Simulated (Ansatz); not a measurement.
Ti under a change: uniaxial strain ε_zz = −1.63 %

The reference is Ti in the hcp (Mg type) structure (space group P6_3/mmc, No. 194; a = 2.939 Å, c = 4.654 Å; relaxed with 0.1 eV smearing). Axes: x lies along a and z along c of the hexagonal cell.

The change: uniaxial strain ε_zz = −1.63 %, all other strain components held at zero, atoms relaxed at fixed cell.

Computed with plane-wave PAW DFT at the PBE level (Ansatz, a program for electronic structure, 420 eV), without spin-orbit coupling, earlier PAW set. Γ-centred 23×23×13 mesh, Fermi–Dirac width 0.1 eV.

* **Volume per atom**: 17.13 Å³ (base 17.41 Å³)
* **Space group**: P6_3/mmc (No. 194) (base P6_3/mmc (No. 194))
* **Energy relative to the base (free energy F)**: +2.8 meV/atom
* **Pressure (mean of the normal stresses, compression positive)**: 1.9 GPa (base 0.0 GPa)
* **Band gap**: zero (base zero)
* **Stress (xx, yy, zz, yz, xz, xy; compression positive)**: (1.3, 1.3, 3.2, 0.0, 0.0, 0.0) GPa

Cost of the whole job for the changed cell (relaxation, final SCF and bands): about 17 core-seconds (a rough figure).

Whether these cells are dynamically stable was not tested. All final runs are without spin polarisation.
